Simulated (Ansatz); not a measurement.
**Effective masses and thermopower of SnC under load (space group F-43m)**

```
CELL_PARAMETERS angstrom
      0.00000     2.48848     2.48848
      2.48848     0.00000     2.48848
      2.48848     2.48848     0.00000
ATOMIC_POSITIONS crystal
  Sn 0.00000 0.00000 0.00000
  C  0.25000 0.25000 0.25000
```

The numbers are results of PBE with spin-orbit coupling, rigid bands (plane waves, PAW; Ansatz, a first-principles code), not measurements. Condition of this run: hydrostatic pressure of 5 GPa (compression positive) (the target of the relaxation). Geometry: cell and atoms relaxed with PBEsol, then loaded as said.

```
Quantity                                                                                                                                                        Value
---------------------------------------------------------------------------------------------------------------------------------------  ----------------------------
band gap                                                                                                                                                      0.98 eV
electron conductivity mass (300 K, dilute)                                                                                                                   0.114 mₑ
hole conductivity mass (300 K, dilute)                                                                                                                        0.63 mₑ
effective density of states N_c (300 K)                                                                                                                   8.9e17 cm⁻³
effective density of states N_v (300 K)                                                                                                                   3.9e19 cm⁻³
density-of-states mass, electrons                                                                                                                            0.108 mₑ
density-of-states mass, holes                                                                                                                                 1.35 mₑ
Seebeck coefficient, n-type 1e19 cm⁻³, 300 K                                                                                                                 -73 μV/K
best n-type power factor at 300 K for τ = 10 fs (best axis; densities from 1e16 to 1e21 cm⁻³ tried, whether or not they can be reached)   6.7 μW/(cm·K²) at 3e20 cm⁻³
Seebeck coefficient, p-type 1e19 cm⁻³, 300 K                                                                                                                 363 μV/K
best p-type power factor at 300 K for τ = 10 fs (best axis; densities from 1e16 to 1e21 cm⁻³ tried, whether or not they can be reached)  16.7 μW/(cm·K²) at 3e20 cm⁻³
```

Rigid bands; masses and Seebeck coefficients take one relaxation time τ for all states and one kind of carrier; polarons and phonon drag are left out. Geometry: cell and atoms relaxed with PBEsol.

Computed structure with no diffraction record at hand here (it may be known, metastable or hypothetical): SnC under load (space group F-43m).
